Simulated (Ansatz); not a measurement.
## CdI2: biaxial strain −0.58 %, plane normal [001], relaxed out of plane

The reference is CdI$_{2}$ in the CdI2 type structure (space group P-3m1, No. 164; a = 4.1526 Å, c = 6.5535 Å; layered, stacked along the Cartesian z axis). Axes: x lies along a and z along c of the hexagonal cell.

Modification: compressive biaxial strain of 0.58 % in the plane normal to [001], as in epitaxy on a mismatched substrate; the out-of-plane cell vector and the atoms relax.

Level of theory: PBEsol-D3(BJ) (Ansatz, an electronic-structure program; PAW; 420 eV plane waves; spin-orbit coupling left out), earlier PAW set. Settings: 9×9×5 k-points, 0.05 eV Fermi–Dirac smearing.

* **Volume per atom**: 32.40 Å³ (base 32.62 Å³)
* **Pressure (mean of the normal stresses, compression positive)**: 0.22 GPa (base -0.01 GPa)
* **Band gap**: 2.15 eV (base 2.17 eV)
* **Gap character**: indirect, k = (0, 0.111, -0.200) in the run's primitive reciprocal basis → k = (0, 0.444, 0.400) in the run's primitive reciprocal basis (base indirect, K–Γ (77 % along) → k = (0, 0.444, -0.400) in the run's primitive reciprocal basis)
* **Width of the top valence band**: 1.57 eV (base 1.54 eV)
* **Out-of-plane strain**: +0.47 %
* **Mean in-plane stress (compression positive)**: +0.3 GPa

Cost of the whole job for the changed cell (relaxation, final SCF and bands): around 50 core-seconds (rough).

With I present, leaving out spin-orbit coupling can change the band edges. Stability against distortions was not tested.
